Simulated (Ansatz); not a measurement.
We consider KH₂PO₄ (Fdd2, No. 43; start mp-23959), described by G0W0@PBEsol (hard PAW, contour deformation; Ansatz, a quantum-chemistry and plane-wave program).

The cell is the one relaxed with PBEsol. Conventional cell: a = 10.5237 Å, b = 10.5931 Å, c = 6.9224 Å, α = 90.00°, β = 90.00°, γ = 90.00°.

The quasiparticle gap at Γ at a fixed k mesh 2×2×2:

```tsv
response cutoff	value (eV)
140 eV, 1333 empty bands	8.636
175 eV, 1863 empty bands	8.724
210 eV, 2449 empty bands	8.781
280 eV, 3771 empty bands	8.850
```

Q: Taking the value to converge with the response cutoff E as E^(−3/2), extrapolate from the last two rows.

A: With y = y∞ + c/w and weights w = 3043 and 4685 for the last two rows, y∞ = (w2 y2 − w1 y1)/(w2 − w1) = (4685 × 8.850 − 3043 × 8.781)/1642 = 8.978 eV, which lies 0.128 beyond the last row. Successive pairs of rows give 8.946, 8.962, 8.978. The limit also hangs on the law assumed, so its last digits aren't firm.

The other settings are not extrapolated, so this is the limit in one setting alone.

A start named mp-… is a Materials Project structure, which can be a computed phase never made.
